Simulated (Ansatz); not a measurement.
**Pressure series in BN**

The parent structure is BN in the zinc blende structure (space group F-43m, No. 216; a = 3.625 Å).

Cell and atoms are relaxed at each pressure.

Computed with PBE (Ansatz, a program for electronic structure; PAW; 420 eV plane waves; without spin-orbit coupling).

Candidates:
(a) pressure 9 GPa
(b) pressure 18 GPa
(c) pressure 1.8 GPa
(d) pressure −1 GPa

For the base:

```
Property              Result
-------------------  -------
Smallest direct gap  8.79 eV
```

Order them by smallest direct gap, highest first.

(b) pressure 18 GPa (9.00 eV), (a) pressure 9 GPa (8.90 eV), (c) pressure 1.8 GPa (8.82 eV), (d) pressure −1 GPa (8.78 eV)

Load acts through the strain it causes; cell and atoms are relaxed under it. No phonon test of stability was made. No other phases were tried under pressure.
